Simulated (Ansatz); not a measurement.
The (10-11) face of hcp Os can be cut between different planes. Symmetric, stoichiometric slabs relaxed in the 1x1 cell (13.7 Å²): top plane Os, 0.35 Å over the next in the ideal cut; top plane Os, 1.74 Å over the next in the ideal cut.

Calculation: PBE (plane waves to 420 eV, PAW; Ansatz, a program for electronic structure).

Q: Put the candidates in order of surface energy, lowest first, for PBE.

A: the cut with an outer spacing of 0.35 Å (3.47 J/m²), the cut with an outer spacing of 1.74 Å (4.14 J/m²)
